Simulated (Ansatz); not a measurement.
Cost against accuracy: kpoints.mp_grid.grid for Be (P6_3/mmc, 4 atoms in the cell)

```xyz
4
Lattice="2.3038 0.0000 0.0000 -1.1519 1.9952 0.0000 0.0000 0.0000 7.4126" Properties=species:S:1:pos:R:3 pbc="T T T"
Be     0.0000     0.0000     0.0000
Be     0.0000     0.0000     3.7063
Be     0.0000     1.3301     1.8532
Be     1.1519     0.6651     5.5595
```

Level of theory: revPBE, default PAW files made with PBE (plane waves; Ansatz, a program for electronic structure).

Base settings: kpoints.mp_grid.grid = 11 11 3; hamiltonian.xc = revpbe; hamiltonian.pseudopotentials = {kind: paw} (the program's default PAW files); scf.occupations.method = cold; scf.occupations.width = 0.272 eV.

Misses are taken against the tightest run, 40 40 11, which need not be fully converged itself. The energy is the free energy per atom.

The count of work is k-points × plane waves × bands × iterations; it is no time, and leaves out set-up, grids and terms that scale otherwise. 

The starting cell was generated: these elements placed on a structure prototype, without a prior relaxation; it need not be a known phase or ordering of this composition. Its lattice was rescaled by a random factor within 2.5 % of one. In the base run, with a pressure of about -6 GPa the cell is away from its equilibrium volume at this level. Ansatz's pressure includes its estimate of the finite-basis (Pulay) stress.

The runs (kpoints.mp_grid.grid): 2 2 1 | 3 3 1 | 4 4 1 | 5 5 2 | 6 6 2 | 7 7 2 | 9 9 3 | 11 11 3 | 13 13 4 | 15 15 5 | 18 18 5 | 21 21 6 | 26 26 7 | 32 32 9 | 40 40 11.

Question: Which is the coarsest setting among those run that, with all tighter ones, holds the energy within 10 meV/atom of the reference, and what does it save?

Answer: 9 9 3, off by 2.7 meV/atom; it needs 0.026 of the reference's count of work.

Question: Which is the coarsest setting among those run that, with all tighter ones, holds the energy within 5 meV/atom of the reference, and what does it save?

Answer: 13 13 4, off by 2.8 meV/atom; it needs 0.068 of the reference's count of work. The coarser 9 9 3 also lies inside, but a setting between leaves the range again, so that is luck.

Question: For at most 0.05 times the reference's count of work, which run misses the energy least?

Answer: 9 9 3, with a miss of 2.7 meV/atom at a count of 0.026.

Question: What does the step from 4 4 1 to 7 7 2 buy?

Answer: It takes the miss in the energy from 200 to 58 meV/atom, for 4.0 times the count of work.

| kpoints.mp_grid.grid | energy less reference (meV/atom) | pressure less reference (GPa) | count of work / reference |
|---|---|---|---|
| 2 2 1 | 170.85 | -6.74 | 0.0022 |
| 3 3 1 | 605.68 | 7.09 | 0.0045 |
| 4 4 1 | 196.90 | 5.51 | 0.0043 |
| 5 5 2 | -18.21 | -0.38 | 0.011 |
| 6 6 2 | 43.99 | 0.29 | 0.015 |
| 7 7 2 | 57.61 | 0.88 | 0.017 |
| 9 9 3 | -2.74 | -0.05 | 0.026 |
| 11 11 3 | 6.59 | 0.11 | 0.035 |
| 13 13 4 | 2.82 | 0.01 | 0.068 |
| 15 15 5 | -1.18 | -0.03 | 0.088 |
| 18 18 5 | 0.73 | 0.00 | 0.12 |
| 21 21 6 | 0.98 | 0.01 | 0.21 |
| 26 26 7 | -0.45 | -0.01 | 0.30 |
| 32 32 9 | 0.03 | 0.00 | 0.55 |
| 40 40 11 | 0.00 | 0.00 | 1.0 |

Keys are those of Ansatz 0.2.
